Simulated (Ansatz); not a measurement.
Here is the system:

```
CELL_PARAMETERS angstrom
      3.21498     0.00000     0.00000
      0.00000     3.11917     0.00000
      0.00000     0.00000     3.21498
ATOMIC_POSITIONS crystal
  Ta 0.00000 0.00000 0.00000
  As 0.50000 0.50000 0.50000
```

No spin polarisation.

Computed with plane-wave PAW DFT at the PBE level (Ansatz, a quantum-chemistry and plane-wave program, 420 eV), scalar-relativistic without spin-orbit coupling. Settings: 18×18×18 k-points, 0.1 eV Fermi–Dirac smearing.

Q: Predict the space group and stress.

A: The space group comes out as P4/mmm (No. 123) and the stress (xx, yy, zz, yz, xz, xy; compression positive) is (3.0, 11.5, 3.0, 0.0, 0.0, 0.0) GPa.

The cells carry an imposed strain or load. No phonon test of stability was made. All final runs are without spin polarisation. The cell was made from TaAs in the CsCl type structure (space group Pm-3m, No. 221; a hypothetical phase, not in the database extracts checked) by this change: uniaxial strain ε_yy = −2.98 %.
